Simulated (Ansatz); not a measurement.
What biaxial strain −1.83 %, plane normal [001], relaxed out of plane does to Al2O3

The reference is Al$_{2}$O$_{3}$ in the corundum structure (space group R-3c, No. 167; a = 4.808 Å, c = 13.122 Å (hexagonal axes)). Axes: x lies along a and z along c of the hexagonal cell.

Modification: compressive biaxial strain of 1.83 % in the plane normal to [001], as in epitaxy on a mismatched substrate; the out-of-plane cell vector and the atoms relax.

Method: Ansatz (an electronic-structure program) PBE, no spin-orbit coupling, earlier PAW set. k-mesh 8×8×8 (Γ-centred); smearing 0.05 eV (Fermi–Dirac).

The volume per atom falls by 0.243 Å³ to 8.51 Å³ and the space group is still R-3c (No. 167). The shortest interatomic distance drops by 0.020 Å, from 1.874 Å to 1.854 Å and the energy rises by 10 meV/atom. The band gap rises by 0.33 eV, from 5.86 eV to 6.19 eV and the gap character remains direct at Γ. The electron mass goes from 0.38 mₑ along c, 0.37 mₑ across (at Γ) to 0.39 mₑ (at Γ) and the out-of-plane strain amounts to +0.88 %. The ratio −ε⊥/ε∥ amounts to 0.48 and the mean in-plane stress (compression positive) amounts to +10.7 GPa.

Masses are band curvatures over ±0.01 Å⁻¹ around the edge. Stability against distortions was not tested.
